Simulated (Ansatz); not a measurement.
Here is the system:

```yaml
crystal:
  lattice:
    - [4.72074, 0.00000, 0.00000]
    - [2.36037, 4.08828, 0.00000]
    - [2.36037, -1.36276, 3.75736]
  atoms:
    - { symbol: Sn, position: [0.00280, 0.99860, 0.99581] }
    - { symbol: Sn, position: [0.49720, 0.25140, 0.75419] }
```

No spin polarisation.

Level of theory: r2SCAN in Ansatz (plane waves to 500 eV, PAW, spin-orbit coupling left out). k-mesh 12×12×12 (Γ-centred); smearing 0.05 eV (Fermi–Dirac).

Question: Estimate the pressure (mean of the normal stresses, compression positive).

Answer: -1.0 GPa.

Question: What band gap does the calculation give?

Answer: Zero.

Question: What is the computed space group?

Answer: R-3m (No. 166).

The cells carry an imposed strain or load. Whether these cells are dynamically stable was not tested. The cell was made from Sn in the diamond structure (space group Fd-3m, No. 227) by this change: biaxial strain +1.67 %, plane normal [111], relaxed out of plane.

Ansatz is an electronic-structure program.
